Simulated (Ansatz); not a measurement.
## A constructed model of the (111) surface of fcc Au, a layer of Si in place of the third plane (bottom of the slab: a bare face, its two planes held)

The numbers are results of PBE (plane waves to 420 eV, PAW; Ansatz, a quantum-chemistry and plane-wave program), not measurements.

Slab: 6 atoms, 11.7 Å thick at the start; k 15x15x1, smearing 0.1 eV, dipole-corrected; 2 atoms held, the rest relaxed; start symmetry kept, larger cells not searched; no spin, no spin-orbit, no U. In PBE it is, or lies within 0.01 eV a 1x1 cell of, the lowest of the 2 structures of its composition computed so far; larger cells were not tried.

The work function of the top face comes out as 5.04 eV and the energy released by relaxation is 0.15 eV. The cost comes out as about 110 core-seconds (a rough figure).
